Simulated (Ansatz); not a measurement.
LaAg (within 0.1 Å of Pm-3m, No. 221; cell taken from a computed entry)

Computed with PBEsol (PAW; Ansatz, a quantum-chemistry and plane-wave program).

Settings: plane-wave cutoff 500 eV, 14×14×14 k mesh, Fermi–Dirac smearing 0.1 eV, no spin polarisation, scalar-relativistic PAW data made under PBE.

Cell: relaxed at this level.

```json
{
 "volume_per_atom": "26.42 Å³/atom",
 "band_gap": "none"
}
```

Spin–orbit coupling is not included.

Computed values are for the static lattice.

Cost on a shared machine: very roughly 100 core-seconds.
